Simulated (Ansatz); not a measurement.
AlIr (model structure, Fm-3m, No. 225, 2 atoms in the cell), treated with r²SCAN (plane waves, PAW; Ansatz, a program for electronic structure).

Settings: plane-wave cutoff 560 eV, 20×20×20 k mesh, Fermi–Dirac smearing 0.05 eV, no spin polarisation, scalar-relativistic PAW data made under PBE.

Cell (relaxed at this level):

```cif
data_Al4Ir4
_chemical_formula_sum 'Ir4 Al4'
_space_group_name_H-M_alt 'Fm-3m'
_space_group_IT_number 225
_space_group_name_Hall '-F 4 2 3'
_cell_length_a 5.00756
_cell_length_b 5.00756
_cell_length_c 5.00756
_cell_angle_alpha 90.000
_cell_angle_beta 90.000
_cell_angle_gamma 90.000
loop_
_atom_site_label
_atom_site_type_symbol
_atom_site_symmetry_multiplicity
_atom_site_Wyckoff_symbol
_atom_site_fract_x
_atom_site_fract_y
_atom_site_fract_z
_atom_site_occupancy
Ir1 Ir 4 a 0.00000 0.00000 0.00000 1
Al1 Al 4 b 0.50000 0.50000 0.50000 1
```
(The calculation used a cell of 2 atoms; values per cell refer to that cell.)

**Question.** Give the computed bulk modulus B0.

**Answer.** 
- bulk modulus B0 = 168 GPa

Note: the run has no spin polarisation, so it can have missed a magnetic state; the bulk modulus is −V dP/dV from two relaxed cells at ±2 % in volume; the relaxation could raise the start's symmetry but not lower it, so the cell can be a saddle point.

Spin–orbit coupling is not included.

Static lattice: no zero-point or thermal effects.

Cost on a shared machine: very roughly 40 core-seconds.

A model structure was made by putting elements into a prototype or built by hand; it is no filed structure, need not be a known phase, and can be a saddle point held by its symmetry.
